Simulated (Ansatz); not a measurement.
Amorphous In9Ga9Zn9O38Sn, 66 atoms at 5.91 g/cm³, one PBE-relaxed geometry, zone centre. Methods: PBE, scalar-relativistic without spin-orbit coupling (Ansatz, an electronic-structure program); r2SCAN, scalar-relativistic without spin-orbit coupling (Ansatz); HSE06, scalar-relativistic without spin-orbit coupling (Ansatz). Plane waves to 420 eV (r2SCAN 500 eV); exact exchange is cut at the cell's faces. At PBE the levels at the filled edge of the gap are localised (band-tail or defect states). All rungs ran without spin polarisation.

It comes from a melt-quench run on a machine-learned potential (CHGNet), relaxed afterwards by DFT. O atoms were pushed apart under 1.9 Å during the dynamics, to hinder bonds among them. The hot cell started wider than the set density and was brought back towards it in steps. It is the lowest in DFT energy of 2 quenches. It is a model cell: composition and starting density were chosen by hand, and all elements were melted together. No dispersion term was used. Its density started from a set value of 5.91 and ended at 5.91 g/cm³. The quench (nominally 320 K/ps over its main leg) was far faster than any real one, so the model tends to hold more defects than a real film. Values belong to this one cell and scatter from quench to quench. The volume was held where the preparation left it and the shape relaxed, at a PBE pressure of 0.5 GPa. Stress components on the final sampling reach 0.6 GPa.

The relaxation ran on the zone centre alone. At PBE the level gap is 0.80 eV on a 2×2×2 Γ-centred mesh, and the spacing at the zone centre alone 0.82 eV.

**Question.** What zone-centre spacing does r2SCAN give, roughly?

**Answer.** 1.31 eV (+0.49 eV against PBE).

**Question.** What zone-centre spacing does HSE06 give, roughly?

**Answer.** 2.41 eV (+1.59 eV against PBE).

The highest filled and the lowest empty state spread over these numbers of atoms (participation numbers): PBE: 3.6 and 62.0; r2SCAN: 4.0 and 61.3; HSE06: 3.8 and 61.0.
